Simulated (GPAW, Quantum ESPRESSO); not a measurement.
# CeZnSi (P-6m2, 3 atoms in the cell) computed with different codes at matched settings

Self-consistent single point.

```
CeZnSi
1.0
    4.21540     0.00000     0.00000
   -2.10770     3.65064     0.00000
    0.00000     0.00000     4.32161
Ce Zn Si
1 1 1
Direct
  0.00000   0.00000   0.00000
  0.33333   0.66667   0.50000
  0.66667   0.33333   0.50000
```
Moments meant for the start (each program seeds them in its own way; μB, in the order of the atoms Ce Zn Si): 1.0 0.0 0.0.

All programs got the same cell, k-point mesh and kind of occupations, and the same starting moments (in GPAW's words: spinpol = true; kpts = 7 7 6; mesh shift (steps) = 0 0 0; occupations.name = methfessel-paxton; occupations.width = 0.136 eV; occupations.order = 0); potentials, basis and cutoffs are each program's usual ones.

| code | model | pressure (GPa) | size of the net moment (μB/atom) | cutoff |
|---|---|---|---|---|
| GPAW | LDA (Perdew-Wang 92), GPAW PAW datasets LDA (gpaw-data 1.0.1) | -9.22 | 0.00 | 850 eV |
| Quantum ESPRESSO | LDA (PZ), SSSP 1.1.2 efficiency (PBE) pseudopotentials | -8.86 | 0.27 | 50 Ry |

The net moments differ, which can mean other magnetic states; other values may part for that reason too.

The spread over the programs that give each value: pressure within 0.36 GPa; size of the net moment within 0.27 μB/atom.

The starting cell comes from a database of computed structures (which also holds hypothetical and non-ambient phases and stackings), without a prior relaxation at this level. Its lattice was rescaled by a random factor within 2.5 % of one. On GPAW's run: Spin-orbit coupling is off. The starting moments vanished: the run ended non-magnetic, which need not be the lowest state. The f electrons are in the valence without U or exact exchange, which can misplace them near the Fermi level. Spin-orbit terms, which matter for f shells, are left out. With a pressure of about -9 GPa the cell is away from its equilibrium volume at this level.

Why do the programs differ, and what cannot be compared?

Differences of this kind can come from the potentials, where these differ, and from what each basis and cutoff leave unconverged. The valence holds different numbers of electrons (GPAW 28, Quantum ESPRESSO 36). The zero of total energies and Fermi levels follows the potentials and each program's conventions, so they are not compared here. Site moments depend on each program's spheres or projections; the total moment of the cell does not.

Left out of this page: Ansatz (with a known weakness of the program).

Keys are those of Ansatz 0.2.
